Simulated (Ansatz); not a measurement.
# Computed paths: Zr-vacancy pair in bcc Mo, neutral cell

Defect migration in bcc Mo: Zr-vacancy pair (Zr on one host Mo site, one Mo site vacant), neutral cell. These are PBE, PAW (plane waves to 420 eV; Ansatz, a quantum-chemistry and plane-wave program) values and carry that method's errors.

36-site cell at the relaxed PBE lattice, a 2×2×3 k-point mesh shifted by half a step, smearing 0.10 eV, spin-restricted, no finite-size correction. No zero-point or tunnelling terms. Forms of the defect that were not tried may lie lower.

Barriers: single points on a 3×3×5 k-point mesh shifted by half a step at the bands' geometries (they differ from the bands' own by up to 0.18 eV, and are uncertain by about as much).

```
Route                                                                                                  Start site over the lowest site run (eV)  Hop (Å)  Forward barrier (eV)  Backward barrier (eV)                                                                       Neighbours at the start                                  Neighbours at the saddle                        Saddle order  Forward, on the band's own sampling (eV)
-----------------------------------------------------------------------------------------------------  ----------------------------------------  -------  --------------------  ---------------------  --------------------------------------------------------------------------------------------  --------------------------------------------------------  ----------------------------------  ----------------------------------------
the Zr atom itself jumps into the vacancy (Zr-vacancy distance between ideal sites 2.74 Å throughout)                                      0.00     2.33                  0.55                   0.55  2 Mo at 2.75, Mo at 2.78, 3 Mo at 2.84, Mo at 2.95, 3 Mo at 3.09, Mo at 3.24, 2 Mo at 3.26 Å  4 Mo at 2.75, 2 Mo at 2.80, 2 Mo at 3.40, 4 Mo at 3.41 Å  not checked, on a symmetry element                                      0.73
```

Paths come from CI-NEB runs.  A band can be held on a symmetry element, so unchecked saddle points there may be too high.
